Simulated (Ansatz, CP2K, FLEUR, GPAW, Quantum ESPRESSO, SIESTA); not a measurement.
# One structure in several programs: Ga2Pt (P1, 3 atoms in the cell)

Self-consistent single point, at a second geometry (atoms moved at random). First geometry:

```
CELL_PARAMETERS angstrom
      0.00000     2.96792     2.96792
      2.96792     0.00000     2.96792
      2.96792     2.96792     0.00000
ATOMIC_POSITIONS crystal
  Ga 0.75000 0.75000 0.75000
  Ga 0.25000 0.25000 0.25000
  Pt 0.00000 0.00000 0.00000
```

Second geometry:
```
CELL_PARAMETERS angstrom
      0.00000     2.96792     2.96792
      2.96792     0.00000     2.96792
      2.96792     2.96792     0.00000
ATOMIC_POSITIONS crystal
  Ga 0.74047 0.75693 0.74848
  Ga 0.25611 0.24269 0.25258
  Pt 0.00342 0.00039 0.99894
```

Shared settings, as Ansatz (a quantum-chemistry and plane-wave program) writes them: kpoints.mp_grid.grid = 8 8 8; scf.occupations.method = gaussian; scf.occupations.width = 0.02 Ry. Potentials and cutoffs stand in the table.

```json
[
 {"code": "Quantum ESPRESSO", "model": "PBEsol, PseudoDojo standard norm-conserving (PBESOL) pseudopotentials", "ΔF from the first geometry (meV/atom)": "3.2", "pressure (GPa)": "-0.61", "largest force (eV/Å)": "0.304", "cutoff": "85 Ry"},
 {"code": "Ansatz", "model": "PBEsol, PAW files made with PBE", "ΔF from the first geometry (meV/atom)": "3.2", "pressure (GPa)": "-0.83", "largest force (eV/Å)": "0.303", "cutoff": "default"},
 {"code": "CP2K", "model": "PBEsol, GPW, DZVP-MOLOPT-PBE-GTH basis, GTH-PBE potentials (POTENTIAL_UZH)", "ΔF from the first geometry (meV/atom)": "3.8", "pressure (GPa)": "0.57", "largest force (eV/Å)": "0.320", "cutoff": "grid 600 Ry"},
 {"code": "SIESTA", "model": "GGA PBEsol, numerical atomic orbitals TZP, PseudoDojo PBEsol standard norm-conserving potentials (rewritten from UPF to PSML)", "ΔF from the first geometry (meV/atom)": "3.5", "pressure (GPa)": "0.39", "largest force (eV/Å)": "0.348", "cutoff": "grid 300 Ry"},
 {"code": "FLEUR", "model": "PBEsol, all-electron FLAPW (FLEUR), scalar-relativistic valence", "ΔF from the first geometry (meV/atom)": "–", "pressure (GPa)": "–", "largest force (eV/Å)": "0.308", "cutoff": "Kmax 3.5 1/bohr"},
 {"code": "GPAW", "model": "PBEsol, GPAW PAW datasets PBEsol (made by gpaw-setup)", "ΔF from the first geometry (meV/atom)": "3.3", "pressure (GPa)": "-0.36", "largest force (eV/Å)": "0.321", "cutoff": "600 eV"}
]
```

Size of the force on each atom (eV/Å): Sizes of forces hide their directions.

```json
[
 {"code": "Quantum ESPRESSO", "Ga1": "0.304", "Ga2": "0.190", "Pt3": "0.178"},
 {"code": "Ansatz", "Ga1": "0.303", "Ga2": "0.189", "Pt3": "0.177"},
 {"code": "CP2K", "Ga1": "0.320", "Ga2": "0.214", "Pt3": "0.190"},
 {"code": "SIESTA", "Ga1": "0.348", "Ga2": "0.215", "Pt3": "0.196"},
 {"code": "FLEUR", "Ga1": "0.308", "Ga2": "0.192", "Pt3": "0.180"},
 {"code": "GPAW", "Ga1": "0.321", "Ga2": "0.202", "Pt3": "0.185"}
]
```

A dash marks a value that a program does not give, or that is left out as unsure.

On Ansatz's run: spin-orbit coupling is off. Spin polarisation is off.

The spread over the programs that give each value: ΔF from the first geometry within 0.6 meV/atom; pressure within 1.40 GPa; largest force within 0.045 eV/Å.

CP2K and SIESTA use small atom-centred bases, whose incompleteness enters pressures, forces and empty levels differently from a plane-wave cutoff. FLEUR treats all electrons, but the usual bases taken here (sphere radii, linearisation, local orbitals, empty states) were not tested for convergence, so the values are no reference for the others. Ansatz's pressure is given at a fixed set of plane waves, as the other plane-wave codes print theirs; with its correction for the finite basis it is -0.77 GPa. In the pressure, CP2K (by 1.18) and SIESTA (by 1.01) lie more than 1 GPa from the median of the plane-wave programs.

The starting cell comes from a database of computed structures (which also holds hypothetical and non-ambient phases and stackings), without a prior relaxation at this level. For this run, on top of that: atoms moved at random.

Left out of this page: Elk (not drawn, or without a comparable value).

Keys are those of Ansatz 0.2.
